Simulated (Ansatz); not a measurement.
## Several settings converged on C (Fd-3m, 2 atoms in the cell)

```yaml
crystal:
  lattice:
    - [0.00000, 1.79242, 1.79242]
    - [1.79242, 0.00000, 1.79242]
    - [1.79242, 1.79242, 0.00000]
  atoms:
    - { symbol: C, position: [0.00000, 0.00000, 0.00000] }
    - { symbol: C, position: [0.25000, 0.25000, 0.25000] }
```

Base method: PBE (plane waves, PAW; Ansatz, an electronic-structure program).

Base settings: basis.ecutwfc = 30.9 Ry; kpoints.mp_grid.grid = 12 12 12; hamiltonian.xc = pbe; hamiltonian.pseudopotentials = {kind: paw} (the program's default PAW files); scf.occupations.method = fermi_dirac; scf.occupations.width = 0.0007 Ry.

Core times come from one kind of shared machine, to one figure; runs under 30 s give none.

**Zone-centre phonons against the cutoff**

In this ladder: scf.occupations.method = fixed; scf.occupations.width = default; phonons.method = dfpt; phonons.dielectric = true; phonons.rigid_motions = translations.

The mesh stays at the base's, so the ladder's end is converged at best in this setting alone.

Frequencies are those of the unrelaxed cell, without the LO-TO term of polar crystals.

Only quantities that move along the ladder and can be compared are tabulated.

| basis.ecutwfc | highest zone-centre frequency (cm⁻¹) |
|---|---|
| 15.4 Ry | 1281.1 |
| 18.4 Ry | 1347.5 |
| 21.7 Ry | 1309.1 |
| 26.1 Ry | 1281.0 |
| 30.9 Ry | 1275.7 |
| 37.1 Ry | 1276.0 |
| 46.3 Ry | 1275.9 |

Coarsest basis.ecutwfc that holds the highest zone-centre frequency within 10 cm⁻¹ of the last step, with all finer ones: 26.1 Ry; the step before is off by 33 cm⁻¹.

**The q mesh of the phonons**

In this ladder: scf.occupations.method = fixed; scf.occupations.width = default; phonons.method = dfpt; phonons.dielectric = true; phonons.rigid_motions = translations.

Only quantities that move along the ladder and can be compared are tabulated.

Thermal sums run over frequencies interpolated from this q mesh.

```tsv
phonons.qmesh	zero-point energy (meV/atom)	vibrational free energy at 300 K (meV/atom)	core time / last (rough)
1 1 1	161.35	158.58	0.3
2 2 2	176.80	174.40	0.4
3 3 3	177.12	175.02	0.6
4 4 4	177.13	175.08	1
```

Coarsest phonons.qmesh that holds the vibrational free energy at 300 K within 1 meV/atom of the last step, with all finer ones: 2 2 2, at about 0.4 of the last step's time; the step before is off by 16 meV/atom.

Coarsest phonons.qmesh that holds the zero-point energy within 0.2 meV/atom of the last step, with all finer ones: 3 3 3; the step before is off by 0.33 meV/atom.

On the base run: the starting cell has typed, rounded lattice constants, without a prior relaxation at this level. Its lattice was rescaled by up to half a per cent. In the base run, with a pressure of about -5 GPa the cell is away from its equilibrium volume at this level.

Keys are those of Ansatz 0.2.
